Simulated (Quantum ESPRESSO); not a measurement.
Worked example: self-consistent single point of Pt₃Ti (Pm-3m, 4 atoms in the cell) in Quantum ESPRESSO.

Level of theory: LDA (PZ), GBRV 1.5 ultrasoft (LDA) pseudopotentials (plane waves; Quantum ESPRESSO).

```xyz
4
Lattice="3.9200 0.0000 0.0000 0.0000 3.9200 0.0000 0.0000 0.0000 3.9200" Properties=species:S:1:pos:R:3 pbc="T T T"
Ti     0.0000     0.0000     0.0000
Pt     0.0000     1.9600     1.9600
Pt     1.9600     0.0000     1.9600
Pt     1.9600     1.9600     0.0000
```

Reference input (self-consistent single point, DFT, PBE, plane waves, SSSP 1.1.2 efficiency (PBE) pseudopotentials): ecutwfc = 50 Ry; ecutrho = 400 Ry; occupations = smearing; smearing = fermi-dirac; degauss = 0.0073499 Ry; potentials = {Ti: ti_pbe_v1.4.uspp.F.UPF, Pt: pt_pbe_v1.4.uspp.F.UPF}; K_POINTS = automatic 6 6 6 0 0 0; conv_thr = 1e-11 Ry. This run's input differs from it in these lines:

```diff
@@ -23,4 +23,4 @@
 ATOMIC_SPECIES
-Ti    47.8670  ti_pbe_v1.4.uspp.F.UPF
-Pt   195.0840  pt_pbe_v1.4.uspp.F.UPF
+Ti    47.8670  ti_lda_v1.4.uspp.F.UPF
+Pt   195.0840  pt_lda_v1.4.uspp.F.UPF
 ATOMIC_POSITIONS {alat}
```

Log, with long lists cut:

```
     Self-consistent Calculation

     iteration #  1     ecut=    50.00 Ry     beta= 0.70

     negative rho (up, down):  4.867E-01 0.000E+00

     total energy              =    -730.93289422 Ry
     estimated scf accuracy    <      28.52241888 Ry

     iteration #  2     ecut=    50.00 Ry     beta= 0.70

     negative rho (up, down):  5.094E-01 0.000E+00

     total energy              =    -740.73003579 Ry
     estimated scf accuracy    <     105.82086806 Ry

     iteration #  3     ecut=    50.00 Ry     beta= 0.70

     negative rho (up, down):  5.261E-01 0.000E+00

     total energy              =    -752.15704836 Ry
     estimated scf accuracy    <       7.29236276 Ry

   [... 23 blocks of this kind left out ...]

     iteration # 27     ecut=    50.00 Ry     beta= 0.70

     negative rho (up, down):  5.274E-01 0.000E+00

     total energy              =    -751.91783166 Ry
     estimated scf accuracy    <          2.4E-11 Ry

     iteration # 28     ecut=    50.00 Ry     beta= 0.70

     negative rho (up, down):  5.274E-01 0.000E+00
     End of self-consistent calculation

     the Fermi energy is    21.0869 ev

!    total energy              =    -751.91783166 Ry
     estimated scf accuracy    <          4.2E-13 Ry
     smearing contrib. (-TS)   =      -0.00464632 Ry
     internal energy E=F+TS    =    -751.91318534 Ry

     convergence has been achieved in  28 iterations

     negative rho (up, down):  5.274E-01 0.000E+00

     Forces acting on atoms (cartesian axes, Ry/au):

     atom    1 type  1   force =     0.00000000    0.00000000    0.00000000
   [... zero for the other atoms too ...]

     Total force =     0.000000     Total SCF correction =     0.000000

     negative rho (up, down):  5.274E-01 0.000E+00
          total   stress  (Ry/bohr**3)                   (kbar)     P=      -97.65
  -0.00066384   0.00000000   0.00000000          -97.65        0.00        0.00
   0.00000000  -0.00066384   0.00000000            0.00      -97.65        0.00
   0.00000000   0.00000000  -0.00066384            0.00        0.00      -97.65

   JOB DONE.
```

The run converged in 28 iterations. Against the reference run the pressure goes from 4.73 to -9.77 GPa.

The starting cell has typed, rounded lattice constants, without a prior relaxation at this level. Spin polarisation is off. With a pressure of about -10 GPa the cell is away from its equilibrium volume at this level.

Cost on one core of a shared machine: roughly 60 s.
